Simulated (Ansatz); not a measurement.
Start from CdSe in the wurtzite structure (space group P6_3mc, No. 186).

```yaml
crystal:
  lattice:
    - [4.33999, 0.00000, 0.00000]
    - [-2.17000, 3.75854, 0.00000]
    - [0.00000, 0.00000, 7.07803]
  atoms:
    - { symbol: Cd, position: [0.66667, 0.33333, 0.00056] }
    - { symbol: Cd, position: [0.33333, 0.66667, 0.50056] }
    - { symbol: Se, position: [0.66667, 0.33333, 0.62464] }
    - { symbol: Se, position: [0.33333, 0.66667, 0.12464] }
```

Cartesian axes are those of the cell as printed.

The values are results of r2SCAN (Ansatz, an electronic-structure program; PAW; 500 eV plane waves; scalar-relativistic without spin-orbit coupling), not measurements.

Modification: the cell is compressed by 1.12 % along x with no lateral relaxation; the atoms relax in the strained cell.

Problem. Predict the stress tensor and what it implies for the stiffness.

Solution. Stress of the strained cell less that of the base (GPa, compression positive):
```
   0.82    0.00    0.00
   0.00    0.51    0.00
   0.00    0.00    0.43
```

Then −Δσ_ii/ε with ε = -0.0112 gives relaxed-ion elastic constants: C11 ≈ 73 GPa, C12 ≈ 45 GPa and C13 ≈ 38 GPa.

Whether these cells are dynamically stable was not tested.
